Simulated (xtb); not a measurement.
xtb 6.7.1, GFN2-xTB: cluster of 30 water molecules, 90 atoms. The geometry is a generated start, not checked to be a minimum at this level.

```text
90

O      7.633990     7.816930     7.874500
H      7.350760     8.095420     8.745510
H      8.105160     6.997490     8.026050
O      7.703770     7.852390     4.836540
H      7.158840     7.338350     4.240500
H      7.618820     7.409850     5.681160
O      4.574400     7.784080     8.056710
... (80 lines of coordinates left out) ...
O      7.680830     1.574260     7.867310
H      6.950570     2.013860     8.303100
H      8.050080     1.000000     8.538360
```

The program reports basis functions: 180, valence electrons: 240.

Machine: one whole node, AMD EPYC (Zen 5), 96 cores on 1 socket, no SMT, 12 L3 cache groups.

Each time is the median wall time of two to five repeats, run one at a time on the otherwise empty machine; start-up is included. Unless noted, each process is bound to its own block of adjacent cores. The times hold for this build (conda-forge: gfortran, OpenMP (GNU), OpenBLAS with its own threads). Scratch files lie in a memory file system.

Started as
```bash
OMP_NUM_THREADS=8 OPENBLAS_NUM_THREADS=1 xtb in.xyz --gfn 2 --md --input xcontrol -P 8 --norestart
```
(8 threads, 1 BLAS thread, method = GFN2-xTB) it takes 6.5 s and 9 SCC iterations of the first single point.

Question: Estimate the wall time with method = GFN-FF.

Answer: About 0.51 s (3 runs within 2 %): 13× as fast. The largest move is in dynamics: 6.4 s to 0.48 s. The change alters what is computed, so the results aren't set side by side.
